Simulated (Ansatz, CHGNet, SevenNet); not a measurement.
## NiGe (Pnma, No. 62, 8 atoms in the cell; start mp-1099): properties by level of theory

| level (code) | volume per atom (Å³/atom) | formation enthalpy (eV/atom) |
|---|---|---|
| CHGNet 0.3.0 | 13.68 | -0.395 |
| SevenNet-l3i5 | 13.59 | -0.322 |
| PBE-D4 (Ansatz) | (withheld) | -0.368 |
| r²SCAN-D4 (Ansatz) | 13.17 | (withheld) |

### Question
Complete the blanks.

### Answer

- PBE-D4 (Ansatz, a program for electronic structure), volume per atom (Å³/atom): 13.36
- r²SCAN-D4 (Ansatz), formation enthalpy (eV/atom): -0.284

Caveats: the relaxation could not lower the start's symmetry, so the cell can be a saddle point above a distorted one (CHGNet 0.3.0, SevenNet-l3i5, PBE-D4, r²SCAN-D4). Ansatz's density-functional and Hartree–Fock values are scalar-relativistic unless marked +SOC, with PAW data made under PBE.

The crystal itself was run without spin with PBE-D4, r²SCAN-D4; a magnetic state was not tried in these runs.

Computed values are for the static lattice.

A start named mp-… is a Materials Project structure, which need not be a measured phase.
